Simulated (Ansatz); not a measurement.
**Question.** Name crystals whose logarithmic mean phonon energy lies between 7.9 and 12.3 meV and whose electron-phonon coupling λ lies between 0.41 and 0.64, by PBEsol, DFPT electron-phonon coupling, linearised Boltzmann equation (Ansatz, a quantum-chemistry and plane-wave program).

**Answer.** Many crystals can fit; among those computed here:
- LaRuSi (P4/nmm): 12.3 meV, 0.44
- Cu₂As (P4/nmm): 10.8 meV, 0.43
- Pt (Fm-3m): 10.5 meV, 0.50
- LaCu₂ (P6/mmm): 9.5 meV, 0.41
- MgLa (Pm-3m): 9.9 meV, 0.51

Metals; harmonic phonons. Halving the electron mesh moves these values by up to 5 %; q meshes are mostly untested. Some of the runs warned that the eigensolver left states short of its tolerance. Spin-orbit coupling is left out.

Formula and space group known from diffraction (Crystallography Open Database), not checked to be the room-temperature form: Cu2As (P4/nmm), LaCu2 (P6/mmm), LaRuSi (P4/nmm), MgLa (Pm-3m). The missing spin-orbit coupling matters most for Pt (Fm-3m).
